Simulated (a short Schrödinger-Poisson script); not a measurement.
# MOS inversion layer, SiO2 on p-type Ge(111)

System: MOS inversion layer, SiO2 on p-type Ge(111), at 300 K.

| layer | material | thickness (nm) | Na (cm⁻³) |
|---|---|---|---|
| 1 | SiO2 | 2.5 | - |
| 2 | Ge | 1100 | 1.5e17 |

The device is made up for the run: typed textbook-type constants, with dimensions and the other settings drawn at random. SiO2: permittivity 3.9, conduction-band edge (eV) 3.1, gap (eV) 9, electron mass (mₑ) 0.5. Ge: permittivity 16, conduction-band edge (eV) 0, gap (eV) 0.664, Nv at 300 K (cm⁻³) 6e18.

Channel valleys (confinement mass, in-plane density-of-states mass, number): L1 1.59, 0.08, 1; L3 0.09, 0.34, 3. At the gate the conduction-band edge of layer 1 lies 3.13 eV − eVg above the Fermi level of the channel; the field vanishes at the back. Gaps are held at their typed values at every temperature. Mesh 0.03 nm at interfaces.

From a short Schrödinger-Poisson script (our own, NumPy): 1D Poisson equation in equilibrium, electrons quantum, Hartree (BenDaniel-Duke, 12 states a valley, the channel's in-plane mass for all, wave functions free to enter the dielectric), parabolic valleys, classical holes, full ionisation, no traps, pinning or gate leakage.

| Vg (V) | electrons (cm⁻²) | C (μF/cm²) | L1 E0 (meV) | L1 E1 (meV) | L3 E0 (meV) | L3 E1 (meV) |
|---|---|---|---|---|---|---|
| -0.2 | 7.78e6 | 0.230 | 346.9 | 367.3 | 383.6 | 432.5 |
| 0 | 3.19e9 | 0.194 | 182.5 | 207.5 | 227.0 | 288.9 |
| 0.2 | 3.70e11 | 0.770 | 52.3 | 82.9 | 105.0 | 176.4 |
| 0.4 | 1.51e12 | 1.03 | 5.5 | 44.8 | 69.5 | 147.8 |
| 0.6 | 2.84e12 | 1.11 | -21.4 | 26.2 | 53.0 | 137.0 |
| 0.8 | 4.24e12 | 1.14 | -42.2 | 13.4 | 41.8 | 131.0 |
| 1 | 5.68e12 | 1.16 | -60.0 | 3.2 | 33.0 | 127.0 |
| 1.2 | 7.15e12 | 1.18 | -75.9 | -5.3 | 25.6 | 124.3 |
| 1.4 | 8.63e12 | 1.19 | -90.6 | -12.7 | 19.1 | 122.3 |
| 1.6 | 1.01e13 | 1.20 | -104.2 | -19.3 | 13.3 | 120.9 |

Gate voltages with under 1e6 electrons/cm² are left out.

Subbands count from the Fermi level.

Only the L valleys are kept; under strong confinement the Δ valleys of Ge fill too.
